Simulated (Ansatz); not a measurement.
# Response to strain in K2Se

The parent structure is K2Se in the anti-fluorite structure (space group Fm-3m, No. 225).

```xyz
3
Lattice="0.0000 3.8048 3.8048 3.8048 0.0000 3.8048 3.8048 3.8048 0.0000" Properties=species:S:1:pos:R:3 pbc="T T T"
K      1.9024     1.9024     1.9024
K      5.7073     5.7073     5.7073
Se     0.0000     0.0000     0.0000
```

Cartesian axes are those of the cell as printed.

Strains are applied to the cell and any free atomic positions relax; under biaxial strain the out-of-plane vector relaxes too.

Method: PBEsol, PAW, 420 eV (Ansatz, a program for electronic structure; no SOC).

Candidates:
(a) biaxial strain −1.50 %, plane normal [001], relaxed out of plane
(b) biaxial strain +0.50 %, plane normal [001], relaxed out of plane
(c) biaxial strain +2.00 %, plane normal [001], relaxed out of plane

Notes on the quantities. energy relative to the base: free energy F.

Question: Order them by energy relative to the base, highest first.

Answer: (c) biaxial strain +2.00 %, plane normal [001], relaxed out of plane (+3.0 meV/atom), (a) biaxial strain −1.50 %, plane normal [001], relaxed out of plane (+1.8 meV/atom), (b) biaxial strain +0.50 %, plane normal [001], relaxed out of plane (+0.2 meV/atom)

Whether these cells are dynamically stable was not tested.
